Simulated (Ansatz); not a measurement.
C on the N site in wurtzite GaN (start: the N site; 192-site cell, 2×2×2 shifted sampling). The numbers are results of PBE, PAW (plane waves to 420 eV; Ansatz, a first-principles code), not measurements. Total energies of the localised charge states, counted from that of charge 0, and their image corrections (point charge with alignment); the host's valence-band maximum lies at 9.261 eV on the cells' energy zero and its gap is 1.71 eV.

| charge | moment (μB) | E − E(first) (eV) | correction (eV) |
|---|---|---|---|
| 0 | 1.0 | 0.000 | 0.001 |
| −1 | not spin-polarised | 9.401 | 0.138 |

### Question
Derive the transition levels above the valence-band maximum and say which of them are thermodynamic.

### Answer
A level is the Fermi energy at which two charges have equal formation energy: ε(q/q′) = [E(q′) + corr(q′) − E(q) − corr(q)] / (q − q′) − E_VBM.
ε(0/−1) = [(9.401 + 0.138) − (0.000 + 0.001)] / 1 − 9.261 = 0.28 eV
Thermodynamic levels at least 0.1 eV inside the gap: (0/−1) at 0.28 eV. They hold to tenths of an eV in this cell. Charges with a result: +1, 0, −1. Others weren't obtained, and one of them could lie lower, also by skipping a charge. At charge +1 the carrier sat in host band states, shallow at most. Flagged in the runs: a host whose relaxation on this sampling wasn't shown to rest.
